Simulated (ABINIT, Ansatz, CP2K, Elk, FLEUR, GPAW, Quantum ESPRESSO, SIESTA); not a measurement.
**Code comparison for Ca3AsP (Pm-3m, 5 atoms in the cell)**

Self-consistent single point, at a second geometry (lattice scaled by 0.98). First geometry:

```xyz
5
Lattice="5.4249 0.0000 0.0000 0.0000 5.4249 0.0000 0.0000 0.0000 5.4249" Properties=species:S:1:pos:R:3 pbc="T T T"
Ca     0.0000     2.7124     2.7124
Ca     2.7124     0.0000     2.7124
Ca     2.7124     2.7124     0.0000
P      0.0000     0.0000     0.0000
As     2.7124     2.7124     2.7124
```

Shared settings, as Ansatz (a program for electronic structure) writes them: kpoints.mp_grid.grid = 4 4 4; scf.occupations.method = gaussian; scf.occupations.width = 0.05 eV. Potentials and cutoffs stand in the table.

| code | model | ΔF from the first geometry (meV/atom) | pressure (GPa) | gap on the mesh (eV) | cutoff |
|---|---|---|---|---|---|
| Elk | PBEsol, all-electron FP-LAPW, Elk's shipped species files, APW+lo basis with extra local orbitals | -4.9 | – | 0.168 | rgkmax 7.5 |
| Ansatz | PBEsol, PAW files made with PBE | -5.4 | 0.71 | – | default |
| CP2K | PBEsol, GPW, DZVP-MOLOPT-SR-GTH basis, GTH-PBE potentials (GTH_POTENTIALS) | 6.4 | 1.76 | – | grid 500 Ry |
| FLEUR | PBEsol, all-electron FLAPW (FLEUR), scalar-relativistic valence | -4.5 | – | 0.184 | Kmax 4.2 1/bohr |
| Quantum ESPRESSO | PBEsol, GBRV 1.5 ultrasoft (PBESOL) pseudopotentials | -4.3 | 0.80 | 0.176 | 40 Ry |
| GPAW | PBEsol, GPAW PAW datasets PBEsol (made by gpaw-setup) | -2.2 | 0.98 | 0.183 | 600 eV |
| SIESTA | GGA PBEsol, numerical atomic orbitals TZP, PseudoDojo PBEsol standard norm-conserving potentials (rewritten from UPF to PSML) | 59.9 | 6.74 | 0.096 | grid 400 Ry |
| ABINIT | PBEsol, norm-conserving pseudopotentials (PseudoDojo nc-sr-04 PBEsol standard) | -5.5 | 0.69 | 0.177 | 42 Ha |

A dash marks a value that a program does not give, or that is left out as unsure.

No gap is tabulated for Ansatz and CP2K: it is not read from that output, or partly filled or unconverged empty levels leave it unsure.

Gaps are read on the mesh.

The spread over the programs that give each value: ΔF from the first geometry within 65.4 meV/atom; pressure within 6.05 GPa; gap on the mesh within 0.088 eV.

CP2K and SIESTA use small atom-centred bases, whose incompleteness enters pressures, forces and empty levels differently from a plane-wave cutoff. Elk and FLEUR treat all electrons, but the usual bases taken here (sphere radii, linearisation, local orbitals, empty states) were not tested for convergence, so the values are no reference for the others. Ansatz's pressure is given at a fixed set of plane waves, as the other plane-wave codes print theirs. In the pressure, CP2K (by 1.01) and SIESTA (by 5.98) lie more than 1 GPa from the median of the plane-wave programs.

The starting cell comes from a database of computed structures (which also holds hypothetical and non-ambient phases and stackings), without a prior relaxation at this level. For this run, on top of that: lattice scaled by 0.98.

Keys are those of Ansatz 0.2.
